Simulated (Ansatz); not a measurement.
Results of HSE06 (plane waves, PAW; Ansatz, an electronic-structure program) for B2O3 (model structure, started from the corundum type, R-3c, No. 167, 10 atoms in the cell).

Settings: plane-wave cutoff 460 eV, 6×6×6 k mesh, Fermi–Dirac smearing 0.01 eV, scalar-relativistic PAW data made under PBE.

The cell is the one relaxed with PBEsol. Conventional cell: a = 4.3749 Å, b = 4.3749 Å, c = 19.7012 Å, α = 90.00°, β = 90.00°, γ = 120.00°.

```
B2O3
1.0
    2.18744     1.26292     6.56707
   -2.18744     1.26292     6.56707
    0.00000    -2.52584     6.56707
B O
4 6
Direct
  0.41603   0.41603   0.41603
  0.08397   0.08397   0.08397
  0.58397   0.58397   0.58397
  0.91603   0.91603   0.91603
  0.62830   0.87170   0.25000
  0.25000   0.62830   0.87170
  0.87170   0.25000   0.62830
  0.37170   0.12830   0.75000
  0.75000   0.37170   0.12830
  0.12830   0.75000   0.37170
```

List the 31 lowest band energies at Γ above −25 eV (eV, relative to the valence band maximum), grouping those that round alike.

At Γ: -21.28, -21.14, -18.84 (×2), -18.81 (×2), -9.06, -8.96, -6.93 (×2), -6.91 (×2), -5.17, -3.72, -1.01, -0.94, -0.60 (×2), -0.55 (×2), -0.39 (×2), -0.30 (×2), 6.87, 7.99, 8.07, 12.27, 13.71, 14.24, 15.10.

Note: the run warned that its exchange threshold was loose for the stress; the relaxation could raise the start's symmetry but not lower it, so the cell can be a saddle point; cell and atoms aren't relaxed at this level (largest force component 0.30 eV/Å, pressure -2.4 GPa); the cell has widely spaced layers and the level no dispersion term, so their spacing and the moduli can rest on weak binding.

A model structure was made by putting elements into a prototype or built by hand; it is no filed structure, need not be a known phase, and can be a saddle point held by its symmetry.
